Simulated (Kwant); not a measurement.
Model system: stadium cavity between two wires in a GaN two-dimensional gas. Effective mass 0.22 mₑ, grid spacing 8.3 nm, hard walls, nominal width 100 nm (13 grid rows, so walls 116.2 nm apart), one parabolic valley, scattering region 780 nm long along x; energies count from the band bottom; Fermi energy swept from 0.00013674 to 0.0020511 eV. Cavity of radius 170 nm, straight part 170 nm, centre moved sideways by 68 nm.

The device is made up for the run: typed textbook-type constants, with dimensions and the other settings drawn at random.

Kwant, effective-mass tight-binding model on a square grid, one spin, coherent transport at 0 K. Conductance is in e²/h.

Task: How many channels do the leads carry at E = 0.716 meV?

Result: The hard-wall thresholds are n² ħ²π²/(2mW²) = n² × 0.127 meV with W = 116.2 nm. √(0.716/0.127) = 2.38, so 2.
